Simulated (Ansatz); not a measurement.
H interstitial in diamond (start: void with 4C nearest; 216-site cell, 2×2×2 shifted sampling). Computed with PBE, PAW (plane waves to 420 eV; Ansatz, a first-principles code). Total energies of the localised charge states, counted from that of charge +1, and their image corrections (point charge with alignment); the host's valence-band maximum lies at 13.244 eV on the cells' energy zero and its gap is 4.13 eV.

| charge | moment (μB) | E − E(first) (eV) | correction (eV) |
|---|---|---|---|
| +1 | not spin-polarised | 0.000 | 0.322 |
| 0 | 1.0 | 14.549 | 0.000 |
| −1 | not spin-polarised | 30.619 | 0.282 |

**Question.** Derive the transition levels above the valence-band maximum and say which of them are thermodynamic.

**Answer.** A level is the Fermi energy at which two charges have equal formation energy: ε(q/q′) = [E(q′) + corr(q′) − E(q) − corr(q)] / (q − q′) − E_VBM.
ε(+1/0) = [(14.549 + 0.000) − (0.000 + 0.322)] / 1 − 13.244 = 0.98 eV
ε(0/−1) = [(30.619 + 0.282) − (14.549 + 0.000)] / 1 − 13.244 = 3.11 eV
Thermodynamic levels at least 0.1 eV inside the gap: (+1/0) at 0.98 eV; (0/−1) at 3.11 eV. They hold to tenths of an eV in this cell. Charges with a result: +1, 0, −1. Others weren't obtained, and one of them could lie lower, also by skipping a charge. The geometries come from one start.
